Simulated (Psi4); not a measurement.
Psi4 1.11, BP86/def2-svp: Be(NMe2)(GeH3) (C[N](C)[Be][GeH3]), 14 atoms. The geometry is a generated start, not checked to be a minimum at this level.

| Property | Result |
|---|---|
| task | energy |
| method | bp86 |
| basis | def2-svp |
| memory | 3 GB |
| maxiter | 100 |
| keys of the molecule block | symmetry c1 |
| scf_type | df (default) |
| e_convergence | 1e-06 (default) |
| d_convergence | 1e-06 (default) |
| dft_radial_points | 75 (default) |
| dft_spherical_points | 302 (default) |
| basis functions | 128 |
| grid points | 300273 |

```xyz
14

Be    -0.5609     0.3412     0.3909
N      0.4866    -0.3978    -0.4007
C      1.9104    -0.2858    -0.1676
C      0.2188    -1.2905    -1.5068
H      2.3428    -1.2618     0.0919
H      2.4238     0.0865    -1.0649
H      2.0937     0.4066     0.6513
H      0.6925    -0.9247    -2.4252
H      0.6072    -2.2969    -1.3023
H     -0.8526    -1.3590    -1.6742
Ge    -1.9801     1.4502     1.5474
H     -2.5118     0.8800     2.8362
H     -1.5713     2.7994     2.0767
H     -3.2992     1.8527     0.9472
```

With the defaults (diis = true, scf_initial_accelerator = adiis, damping_percentage = 0, diis_max_vecs = 10, guess = auto, which took SAD, soscf = false, level_shift = 0, level_shift_cutoff = 0.01) it converges in 11 SCF iterations. One run each on 2 threads, with these changes:
- guess = sadno
- level_shift = 0.1, level_shift_cutoff = 0.001
- guess = sapgau
- guess = core
- scf_initial_accelerator = none
- scf_initial_accelerator = ediis
- diis_max_vecs = 6
- soscf = true
- diis = false, scf_initial_accelerator = none, damping_percentage = 60

Problem. Name the settings that don't reach the solution of the defaults.

Solution. No convergence: diis = false, scf_initial_accelerator = none, damping_percentage = 60 (the run ends without SCF convergence in 100 iterations). The rest reach the solution of the defaults.

| setting | SCF iterations | JK calls | end |
|---|---|---|---|
| soscf = true | 8 | 24 | same solution |
| guess = sadno | 10 | 10 | same solution |
| guess = sapgau | 10 | 10 | same solution |
| the defaults | 11 | 12 | same solution |
| diis_max_vecs = 6 | 11 | 12 | same solution |
| scf_initial_accelerator = ediis | 11 | 12 | same solution |
| scf_initial_accelerator = none | 11 | 12 | same solution |
| level_shift = 0.1, level_shift_cutoff = 0.001 | 11 | 12 | same solution |
| guess = core | 16 | 16 | same solution |
| diis = false, scf_initial_accelerator = none, damping_percentage = 60 | 100 | 101 | no convergence |

An SOSCF iteration holds several JK calls; a Hückel guess adds calls on atoms. 2 further runs of the study ended by our limits or in an error and are left out.
